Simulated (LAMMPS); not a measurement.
LAMMPS 22 Jul 2025, classical MD, EAM (Finnis-Sinclair form) (Fe_mm.eam.fs): Fe, 2662 atoms.

```yaml
task: MD, nve
potential: EAM (Finnis-Sinclair form), Fe_mm.eam.fs
copies_of_the_repeat_unit: 11×11×11
shape (slab and sphere leave vacuum in the box): bulk
steps: 2000
timestep: 2 fs
thermo: 50
newton: on (default)
atom_modify sort (bins of 2 Å where set): 1000 (default)
comm_style: brick (default)
box: 31.5 × 31.5 × 31.5 Å
start: generated bcc lattice, warmed in an untimed run
```

All runs start from one configuration, warmed at this fixed volume for 1000 steps under a thermostat at 300 K. The run at a skin of 2 Å has a mean temperature of 302 K and a mean pressure of -1.1 GPa.

Each setting ran once; only counts and results are compared.

With neigh_modify every 1 delay 0 check yes, skins of 0.1, 0.3, 0.5, 1, 1.5, 2, 3 Å were run. Further schedules:
- skin 0.3 Å, every 10 delay 0 check yes
- skin 1 Å, every 1 delay 10 check yes
- skin 1 Å, every 10 delay 0 check yes
- skin 2 Å, every 20 delay 0 check no
- skin 0.3 Å, every 100 delay 0 check no
- skin 2 Å, every 1 delay 10 check yes
- skin 2 Å, every 10 delay 0 check yes

A schedule rebuilds too seldom if it shows a dangerous build, rebuilds less often than the check at every step does at that skin, or fails.

Q: How often does the distance check rebuild the lists at each skin, and which schedules rebuild too seldom?

A: With the check at every step the rebuilds are 662 at 0.1 Å, 230 at 0.3 Å, 136 at 0.5 Å, 42 at 1 Å, 0 at 1.5 Å, 0 at 2 Å, 0 at 3 Å. Too seldom: skin 0.3 Å, every 10 delay 0 check yes; skin 1 Å, every 10 delay 0 check yes; skin 0.3 Å, every 100 delay 0 check no.

| setting | rebuilds | dangerous builds | list entries an atom | change of the total energy (meV/atom) |
|---|---|---|---|---|
| skin 0.1 Å, every 1 delay 0 check yes | 662 | — | 29.0 | −0.0012 |
| skin 0.3 Å, every 1 delay 0 check yes | 230 | — | 29.2 | −0.0012 |
| skin 0.5 Å, every 1 delay 0 check yes | 136 | — | 31.3 | −0.0012 |
| skin 1 Å, every 1 delay 0 check yes | 42 | — | 42.0 | −0.0012 |
| skin 1.5 Å, every 1 delay 0 check yes | 0 | — | 56.1 | −0.0012 |
| skin 2 Å, every 1 delay 0 check yes | 0 | — | 69.0 | −0.0012 |
| skin 3 Å, every 1 delay 0 check yes | 0 | — | 90.6 | −0.0012 |
| skin 0.3 Å, every 10 delay 0 check yes | 200 | 200 | 29.2 | −0.0012 |
| skin 1 Å, every 1 delay 10 check yes | 42 | 0 | 42.0 | −0.0012 |
| skin 1 Å, every 10 delay 0 check yes | 14 | 0 | 42.0 | −0.0012 |
| skin 2 Å, every 20 delay 0 check no | 100 | not counted | 68.9 | −0.0012 |
| skin 0.3 Å, every 100 delay 0 check no | 20 | not counted | 29.2 | −0.0012 |
| skin 2 Å, every 1 delay 10 check yes | 0 | 0 | 69.0 | −0.0012 |
| skin 2 Å, every 10 delay 0 check yes | 0 | 0 | 69.0 | −0.0012 |

Where the energy changes as in the checked runs, the late rebuilds cost nothing that shows in this run. List entries are as LAMMPS prints them (Ave neighs/atom).
